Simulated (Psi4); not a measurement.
Psi4 1.11, PBE0/def2-tzvp, scf_type pk: Si(H)(Cl)3 (Cl[SiH](Cl)Cl), 5 atoms. The geometry is a generated start, not checked to be a minimum at this level.

```
Item                                             Result
-----------------------  ------------------------------
task                                             energy
method                                             pbe0
basis                                         def2-tzvp
memory                                             7 GB
e_convergence                                     1e-08
d_convergence                                     1e-07
guess                    auto, which took SAD (default)
diis_max_vecs                              10 (default)
scf_initial_accelerator                 adiis (default)
dft_radial_points                          75 (default)
dft_spherical_points                      302 (default)
basis functions                                     154
grid points                                      106329
```

```xyz
5

Si     0.0063    -0.0034     0.1081
Cl    -1.2685    -1.4184    -0.5344
Cl    -0.6567     1.8087    -0.4529
Cl     1.8285    -0.3305    -0.6761
H      0.0904    -0.0565     1.5554
```

The reference run uses exact four-centre integrals (scf_type = pk). Single runs; times are not shown.

Settings tried, all else as in the reference:
- scf_type = dfdirj+cosx, cosx_radial_points_final = 75, cosx_spherical_points_final = 302
- scf_type = cd, cholesky_tolerance = 0.001
- scf_type = dfdirj+cosx, cosx_radial_points_final = 25, cosx_spherical_points_final = 50
- scf_type = cd, cholesky_tolerance = 0.01
- scf_type = dfdirj+cosx, cosx_radial_points_final = 50, cosx_spherical_points_final = 194
- scf_type = dfdirj+snlink
- scf_type = cd, cholesky_tolerance = 0.0001 (default)
- scf_type = cd, cholesky_tolerance = 1e-06
- scf_type = dfdirj+link
- scf_type = dfdirj+cosx
- scf_type = cd, cholesky_tolerance = 1e-05
- scf_type = mem_df

**Question.** Which of these stay within 1.0 meV/atom in energy of the reference run?

**Answer.** Within it: scf_type = cd, cholesky_tolerance = 1e-06; scf_type = cd, cholesky_tolerance = 1e-05; scf_type = mem_df; scf_type = dfdirj+cosx, cosx_radial_points_final = 75, cosx_spherical_points_final = 302; scf_type = dfdirj+cosx, cosx_radial_points_final = 50, cosx_spherical_points_final = 194; scf_type = dfdirj+link; scf_type = dfdirj+snlink; scf_type = dfdirj+cosx. At the edge (between 0.75 and 1.33 times the tolerance): scf_type = cd, cholesky_tolerance = 0.0001 (default). Outside: scf_type = cd, cholesky_tolerance = 0.001; scf_type = dfdirj+cosx, cosx_radial_points_final = 25, cosx_spherical_points_final = 50; scf_type = cd, cholesky_tolerance = 0.01.

| setting | energy against the reference |
|---|---|
| scf_type = cd, cholesky_tolerance = 1e-06 | under 0.001 meV/atom |
| scf_type = cd, cholesky_tolerance = 1e-05 | +0.0014 meV/atom |
| scf_type = mem_df | −0.021 meV/atom |
| scf_type = dfdirj+cosx, cosx_radial_points_final = 75, cosx_spherical_points_final = 302 | −0.28 meV/atom |
| scf_type = dfdirj+cosx, cosx_radial_points_final = 50, cosx_spherical_points_final = 194 | −0.29 meV/atom |
| scf_type = dfdirj+link | −0.33 meV/atom |
| scf_type = dfdirj+snlink | −0.33 meV/atom |
| scf_type = dfdirj+cosx | +0.60 meV/atom |
| scf_type = cd, cholesky_tolerance = 0.0001 (default) | +0.88 meV/atom |
| scf_type = cd, cholesky_tolerance = 0.001 | −1.9 meV/atom |
| scf_type = dfdirj+cosx, cosx_radial_points_final = 25, cosx_spherical_points_final = 50 | +9.0 meV/atom |
| scf_type = cd, cholesky_tolerance = 0.01 | −220 meV/atom |

Total energies are compared; such shifts often cancel in part in energy differences. The DFDIRJ builders fit J, which adds its shift to that of exchange. Psi4 runs the final COSX grid once, on the density of the start grid. Also tried and not ranked: scf_type = direct (same energy as a listed run). The tolerance is a choice made for this comparison.
